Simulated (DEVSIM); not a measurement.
System: Si p+/n-/n+ power diode, at 300 K.

```
layer (left to right)  material  thickness (μm)  Nd (cm⁻³)  Na (cm⁻³)  τn (s)  τp (s)
---------------------  --------  --------------  ---------  ---------  ------  ------
1                            Si            1.70          -     3.4e18  1.4e-6  1.4e-6
2                            Si            3.90     1.2e14          -  1.4e-6  1.4e-6
3                            Si            4.70     1.6e18          -  1.4e-6  1.4e-6
```

Left contact: ohmic. Right contact: ohmic. Voltage is applied to the left contact. Recombination: SRH at mid-gap. Mobility is constant in doping.

The device is made up for the run: typed textbook-type constants, with dimensions and the other settings drawn at random. Values at 300 K.

```tsv
parameter	Si
gap (eV)	1.124
affinity (eV)	4.05
permittivity	11.7
Nc (cm⁻³)	2.86e19
Nv (cm⁻³)	3.1e19
μn (cm²/Vs)	1417
μp (cm²/Vs)	470
```

DEVSIM, 1D drift-diffusion, Boltzmann statistics, complete ionisation; no tunnelling, impact ionisation, image-force lowering or self-heating.

Q: Give the dark reverse current.

A: 
```json
[
 {"V (V)": "-2.00", "J (A/cm²)": "-1.7e-7"},
 {"V (V)": "-5.00", "J (A/cm²)": "-2.1e-7"},
 {"V (V)": "-10.00", "J (A/cm²)": "-2.2e-7"},
 {"V (V)": "-15.00", "J (A/cm²)": "-2.3e-7"},
 {"V (V)": "-20.00", "J (A/cm²)": "-2.3e-7"},
 {"V (V)": "-30.00", "J (A/cm²)": "-2.3e-7"},
 {"V (V)": "-40.00", "J (A/cm²)": "-2.4e-7"},
 {"V (V)": "-50.00", "J (A/cm²)": "-2.4e-7"},
 {"V (V)": "-65.00", "J (A/cm²)": "-2.4e-7"},
 {"V (V)": "-80.00", "J (A/cm²)": "-2.4e-7"}
]
```
